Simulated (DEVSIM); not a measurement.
Structure: Si n-i-p diode, at 300 K.

| layer (left to right) | material | thickness (μm) | Nd (cm⁻³) | Na (cm⁻³) | τn (s) | τp (s) |
|---|---|---|---|---|---|---|
| 1 | Si | 0.110 | 6.2e17 | - | 2.6e-7 | 2.6e-7 |
| 2 | Si | 12.0 | - | 1.4e12 | 2.6e-7 | 2.6e-7 |
| 3 | Si | 4.80 | - | 8.5e18 | 2.6e-7 | 2.6e-7 |

Left contact: ohmic. Right contact: ohmic. Voltage is applied to the left contact. Recombination: SRH at mid-gap, radiative. Gap narrowing is on: ΔEg = 6.92 meV × (l + √(l² + 0.5)), l = ln(N/1.3e17 cm⁻³), shared equally by both band edges. Mobility is μmin + (μ − μmin)/(1 + (N/Nref)^α).

Constants are typed, rounded textbook-type inputs, not results; the design itself was drawn at random and stands for no fabricated device. Values at 300 K. The table also holds parameters that only a changed run uses.

| parameter | Si |
|---|---|
| gap (eV) | 1.124 |
| affinity (eV) | 4.05 |
| permittivity | 11.7 |
| Nc (cm⁻³) | 2.86e19 |
| Nv (cm⁻³) | 3.1e19 |
| μn (cm²/Vs) | 1417 |
| μp (cm²/Vs) | 470 |
| μn,min | 52 |
| μp,min | 45 |
| Nref,n | 9.7e16 |
| Nref,p | 2.2e17 |
| αn | 0.68 |
| αp | 0.72 |
| B (cm³/s) | 4.7e-15 |
| Cn (cm⁶/s) | 2.8e-31 |
| Cp (cm⁶/s) | 9.9e-32 |

Simulated with DEVSIM: 1D drift-diffusion, Boltzmann statistics, complete ionisation; no tunnelling, impact ionisation, image-force lowering or self-heating.

Base results: dark forward voltage at 100 A/cm² (V) 0.791; dark forward voltage at 1 A/cm² (V) 0.614.

Task: What follows from this one change: thickness of layer 1 0.11 → 0.022 μm?

Result: dark forward voltage at 100 A/cm² 0.791 → 0.780 V; dark forward voltage at 1 A/cm² 0.614 → 0.590 V.

Task: What follows from this one change: minority lifetime in layer 2 2.6e-07 → 2.6e-08 s?

Result: dark forward voltage at 100 A/cm² little changed (0.789 V); dark forward voltage at 1 A/cm² 0.614 → 0.601 V.
